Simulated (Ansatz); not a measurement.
The starting structures come from a database of crystals and need not be the phases stable at ambient conditions.

```xyz
4
Lattice="3.8313 0.0000 0.0000 -1.9157 3.3180 0.0000 0.0000 0.0000 6.3326" Properties=species:S:1:pos:R:3 pbc="T T T"
Si     0.0000     2.2120     0.3990
Si     1.9157     1.1060     5.9336
Si     1.9157     1.1060     3.5653
Si     0.0000     2.2120     2.7673
```

Space group of this cell: P6_3/mmc. The cell is taken as given.

These are r2SCAN (plane waves, PAW; Ansatz, an electronic-structure program) values and carry that method's errors.

The current runs along the normal of the first two printed vectors; no spin-orbit coupling. Scaled by the factor s: the length along the current (ions clamped). Meshes 12×12×6 and 12×12 across the current in all rows.

| s | mean pressure (GPa) | band gap (eV) |
|---|---|---|
| 0.97 | 3.5 | 0.38 |
| 1.00 | 0.2 | 0.60 |
| 1.03 | -2.4 | ? |

Task: Take the slope of the band gap against ln s from the two given rows, extrapolate to s = 1.03, and say what the run there gives.

Result: Slope = (0.38 − 0.60) / ln 0.97 = 7.22 eV. The line gives 0.60 + (7.22) × ln 1.03 = 0.81 eV. The run gives 0.79 eV, 0.02 eV under the line, 11 % of the predicted step.
